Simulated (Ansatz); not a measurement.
We consider Zr (Ibam, No. 72, 6 atoms in the cell; start mp-1077723; another form than the element's usual one), described by r²SCAN (plane waves, PAW; Ansatz, a program for electronic structure).

Settings: plane-wave cutoff 560 eV, 14×14×14 k mesh, Fermi–Dirac smearing 0.05 eV, scalar-relativistic PAW data made under PBE.

Cell (relaxed at this level):

```
Zr
1.0
   -2.73137     4.14912     3.10622
    2.73137    -4.14912     3.10622
    2.73137     4.14912    -3.10622
Zr
6
Cartesian
  0.00000   0.00000   1.55311
  0.00000   0.00000   4.65934
  0.44729   2.67644   0.00000
  2.28408   1.47268   3.10622
  3.17866   1.47268   0.00000
 -0.44729   2.67644   3.10622
```

Problem. Predict the bulk modulus B0.

Solution. 
- bulk modulus B0 = 88.5 GPa

The run finds no gap.

Note: the bulk modulus is −V dP/dV from two relaxed cells at ±2 % in volume; the relaxation could not lower the start's symmetry, so the cell can be a saddle point above a distorted one.

Computed values are for the static lattice.

The result took about 30 core-minutes (a rough figure).

A start named mp-… is a Materials Project structure, which need not be a measured phase.
